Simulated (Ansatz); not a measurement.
The starting structures come from a database of crystals and need not be the phases stable at ambient conditions.

 Where the default PAW files enter, the runs use the earlier of Ansatz's two default sets.

Here is the system:

```
AlHO5S
1.0
    5.09557     0.00000     0.00000
   -0.06906     5.09511     0.00000
    2.40887     2.44174     6.18843
Al H S O
2 2 2 10
Cartesian
  2.51326   2.54755   0.00000
  3.71769   3.76842   3.09422
  1.98235   4.27585   1.54711
  5.45303   3.26099   4.64132
  5.02184   1.27728   1.54711
  2.41354   6.25956   4.64132
  4.88552   5.03514   2.16310
  2.54986   2.50171   4.02533
  1.26248   1.36266   0.93111
  6.17290   6.17419   5.25732
  3.96269   1.42357   0.51587
  3.47270   6.11328   5.67256
  4.86122   2.33436   2.57835
  2.57416   5.20249   3.61008
  2.67762   3.58995   1.54711
  4.75777   3.94690   4.64132
```

Space group of this cell: C2/c. The cell is taken as given; by r2SCAN its mean pressure is -5.0 GPa.

Transport runs along the normal of the first two printed cell vectors.

No gap correction and no spin-orbit coupling; mid-gap values are interpolated between computed energies.

Task: State the band gap and the smallest decay constant κ at mid-gap according to r2SCAN in Ansatz (an electronic-structure program).

Result: Gap 6.49 eV on a 6×6×6 mesh; κ = 0.479 1/Å, at the zone centre.
